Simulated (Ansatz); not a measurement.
Base system: SiO2 (space group P4_12_12, No. 92).

```
SiO2
1.0
    5.02978     0.00000     0.00000
    0.00000     5.02978     0.00000
    0.00000     0.00000     7.01199
Si O
4 8
Direct
  0.29780   0.29780   0.00000
  0.79780   0.20220   0.75000
  0.20220   0.79780   0.25000
  0.70220   0.70220   0.50000
  0.23969   0.10135   0.17805
  0.73969   0.39865   0.57195
  0.26031   0.60135   0.07195
  0.76031   0.89865   0.67805
  0.89865   0.76031   0.32195
  0.39865   0.73969   0.42805
  0.60135   0.26031   0.92805
  0.10135   0.23969   0.82195
```

Cartesian axes are those of the cell as printed.

Level of theory: PBEsol, PAW, 420 eV (Ansatz, a program for electronic structure; no spin-orbit coupling).

Base values:

- Gap character = direct at Γ
- Band gap = 5.57 eV

One thing is altered: biaxial strain −2.63 %, plane normal [001], relaxed out of plane (Cartesian); in-plane vectors clamped, the third vector and the atoms free.

### Question
Estimate the effect on the gap character, band gap and ratio −ε⊥/ε∥.

### Answer
The gap character is still direct at Γ; the band gap grows by 0.09 eV (5.57 eV → 5.66 eV); the ratio −ε⊥/ε∥ comes out as -0.32.

Whether these cells are dynamically stable was not tested.
